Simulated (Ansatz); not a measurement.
**Effect of biaxial strain +0.50 %, plane normal [001], relaxed out of plane on Ir**

Take Ir in the fcc (Cu type) structure (space group Fm-3m, No. 225; a = 3.845 Å; relaxed with 0.1 eV smearing) as the base. Axes: x, y, z lie along the cube axes.

Perturbation: tensile biaxial strain of 0.50 % in the plane normal to [001], as in epitaxy on a mismatched substrate; the out-of-plane cell vector and the atoms relax.

The values are results of r2SCAN (Ansatz, a quantum-chemistry and plane-wave program), no SOC, not measurements. Settings: 29×29×29 k-points, 0.1 eV Fermi–Dirac smearing.

The volume per atom goes up by 0.09 Å³ (14.21 Å³ → 14.30 Å³) and the space group becomes I4/mmm (No. 139) (base: Fm-3m (No. 225)). The shortest interatomic distance is nearly the same (2.719 Å against 2.720 Å) and the energy goes up by 1.5 meV/atom. The pressure (mean of the normal stresses, compression positive) goes from zero to -2.2 GPa and the band gap is still zero. The out-of-plane strain is -0.39 % and the mean in-plane stress (compression positive) amounts to -3.3 GPa.

Final structure (turned so that z lies along the plane normal):

```
Ir
1.0
    2.73242     0.00000     0.00000
    0.00000     2.73242     0.00000
    1.36621    -1.36621     1.91501
Ir
1
Cartesian
  0.00000   0.00000   0.00000
```

Stability against distortions was not tested. All final runs are without spin polarisation.
